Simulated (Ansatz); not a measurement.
## A computed series for Ag: response to strain

The reference is Ag in the fcc (Cu type) structure (space group Fm-3m, No. 225; a = 4.105 Å; relaxed with 0.1 eV smearing). Axes: x, y, z lie along the cube axes.

Strains are applied to the cell and any free atomic positions relax; under biaxial strain the out-of-plane vector relaxes too; under stress the whole cell relaxes.

All numbers come from plane-wave PAW DFT at the r2SCAN level (Ansatz, a quantum-chemistry and plane-wave program, 500 eV), no spin-orbit coupling, earlier PAW set.

Candidates:
(a) uniaxial strain ε_yy = −0.41 %
(b) biaxial strain +1.43 %, plane normal [001], relaxed out of plane
(c) biaxial strain +4.88 %, plane normal [001], relaxed out of plane
(d) uniaxial stress, 2 GPa tension along x
(e) uniaxial stress, 3 GPa tension along x

Notes on the quantities. energy relative to the base: free energy F.

**Question.** Order them by energy relative to the base, lowest first.

**Answer.** (a) uniaxial strain ε_yy = −0.41 % (+0.1 meV/atom), (b) biaxial strain +1.43 %, plane normal [001], relaxed out of plane (+1.5 meV/atom), (d) uniaxial stress, 2 GPa tension along x (+3.8 meV/atom), (e) uniaxial stress, 3 GPa tension along x (+8.3 meV/atom), (c) biaxial strain +4.88 %, plane normal [001], relaxed out of plane (+13 meV/atom)

Beyond what the load breaks, stability against distortions was not tested.
